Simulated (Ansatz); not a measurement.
## PbSe: response to strain

The reference is PbSe in the rock salt structure (space group Fm-3m, No. 225; a = 6.1778 Å). Axes: x, y, z lie along the cube axes.

Strains are applied to the cell and any free atomic positions relax.

The values are results of r2SCAN (Ansatz, a program for electronic structure, PAW, no SOC), not measurements.

Candidates:
(a) isotropic strain −1.37 %
(b) uniaxial strain ε_xx = +1.42 %
(c) uniaxial strain ε_xx = +1.00 %
(d) uniaxial strain ε_zz = −4.93 %

Notes on the quantities. energy relative to the base: free energy F.

Question: Order them by energy relative to the base, highest first.

Answer: (d) uniaxial strain ε_zz = −4.93 % (+36 meV/atom), (a) isotropic strain −1.37 % (+8.4 meV/atom), (b) uniaxial strain ε_xx = +1.42 % (+2.2 meV/atom), (c) uniaxial strain ε_xx = +1.00 % (+1.1 meV/atom)

Whether these cells are dynamically stable was not tested.
